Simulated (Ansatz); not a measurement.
MgZn2 (P6₃/mmc, No. 194) was calculated with PBEsol (Ansatz, a quantum-chemistry and plane-wave program, plane waves, PAW).

Numerical settings: plane-wave cutoff 520 eV, 18×18×8 k mesh (along the axes of the cell as run), Fermi–Dirac smearing 0.073 eV (set by the program), scalar-relativistic PAW data made under PBE.

Computed at the level's own relaxed cell.

Hill averages of the elastic tensor: K = 73.5 GPa, G = 35.7 GPa. Volume 15.866 Å³/atom, mean atomic mass 51.708 u.

Question: Work out the density, the sound velocities of a polycrystal and the elastic Debye temperature, and Pugh's ratio at this level.

Answer: ρ = 1.66054 × 51.708/15.866 = 5.412 g/cm³. v_l = √[(K + 4G/3)/ρ] = 4.730 km/s and v_t = √(G/ρ) = 2.568 km/s. The mean follows from 3/v_m³ = 1/v_l³ + 2/v_t³: v_m = 2.865 km/s. Θ_D = (ħ/k_B) v_m (6π²/V)^(1/3) = 76.38 K Å s/km × 2.865 × 1.5512 Å⁻¹ = 339 K, counting all atoms of the cell. K/G = 2.06, to be set beside Pugh's rough bound of 1.75 between brittle and ductile metals.

Note: the volume lies 6 % below that of the published cell.
